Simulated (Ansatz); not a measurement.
Consider Ca₃P₂ (space group Pm-3m, No. 221; a = 5.2421 Å; a cell from a computed database, its experimental status unchecked).

Levels (all Ansatz, a quantum-chemistry and plane-wave program, PAW): PBEsol (420 eV, without spin-orbit coupling); HSE06 (420 eV, without spin-orbit coupling).

Its gap is 0.38 eV with PBEsol and 1.00 eV with HSE06.

Modification: a hydrostatic pressure of 1.5 GPa.

With PBEsol the gap becomes 0.46 eV.

Q: If the HSE06 correction stayed the same, what would the HSE06 gap be, and what does the HSE06 run give?

A: A rigid correction of +0.62 eV gives 1.08 eV. The HSE06 run gives 1.11 eV, so the two effects roughly add.

Single points use the geometry relaxed with PBEsol. Load acts through the strain it causes; cell and atoms are relaxed under it. No phonon test of stability was made.
